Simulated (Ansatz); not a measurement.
Start from PbTe in the rock salt structure (space group Fm-3m, No. 225; a = 6.535 Å).

The values are results of DFT with r2SCAN, PAW potentials and a 500 eV plane-wave cutoff in Ansatz (a program for electronic structure), no spin-orbit coupling, earlier PAW set, not measurements.

One change was made to it. Results:

```json
[
 {"quantity": "electron mass", "base": "0.34 mₑ along k, 0.12 mₑ across (at L)", "after": "0.25 mₑ along k, 0.11 mₑ across (at L)"},
 {"quantity": "band gap", "base": "1.10 eV", "after": "0.66 eV"},
 {"quantity": "hole mass", "base": "0.57 mₑ along k, 0.088 mₑ across (at L)", "after": "0.35 mₑ along k, 0.042 mₑ across (at L)"},
 {"quantity": "volume per atom", "base": "34.89 Å³", "after": "29.60 Å³"}
]
```

### Question
Name the change that was made.
(A) pressure 10 GPa
(B) pressure −1 GPa
(C) pressure 0.7 GPa
(D) pressure 0.3 GPa
(E) pressure −2 GPa

### Answer
A, pressure 10 GPa. For comparison, the band gap in the other runs: pressure 0.7 GPa gives 1.06 eV; pressure −2 GPa gives 1.19 eV; pressure −1 GPa gives 1.15 eV; pressure 0.3 GPa gives 1.08 eV.

Spin-orbit coupling, missing from the scalar runs, can matter with Pb and Te. Load acts through the strain it causes; cell and atoms are relaxed under it. Effective masses come from finite differences of ±0.01 Å⁻¹. Along k means along the line from Γ to the band edge. No phonon test of stability was made. Competing high-pressure phases were not computed.
